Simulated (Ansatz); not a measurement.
# A computed series for SiO2: response to strain

Base system: SiO2 in the rutile structure (space group P4_2/mnm, No. 136; a = 4.185 Å, c = 2.668 Å). Axes: x, y, z lie along a, b, c of the conventional cell.

Strains are applied to the cell and any free atomic positions relax; under biaxial strain the out-of-plane vector relaxes too.

Calculations: r2SCAN (Ansatz, a quantum-chemistry and plane-wave program, PAW, no spin-orbit coupling), earlier PAW set.

Candidates:
(a) isotropic strain −0.62 %
(b) isotropic strain −0.91 %
(c) biaxial strain +1.25 %, plane normal [001], relaxed out of plane
(d) biaxial strain +4.78 %, plane normal [001], relaxed out of plane

Base values:

* **Band gap**: 6.53 eV

### Question
Order them by band gap, highest first.

### Answer
(b) isotropic strain −0.91 % (7.01 eV), (a) isotropic strain −0.62 % (6.85 eV), (c) biaxial strain +1.25 %, plane normal [001], relaxed out of plane (6.32 eV), (d) biaxial strain +4.78 %, plane normal [001], relaxed out of plane (5.86 eV)

Whether these cells are dynamically stable was not tested.
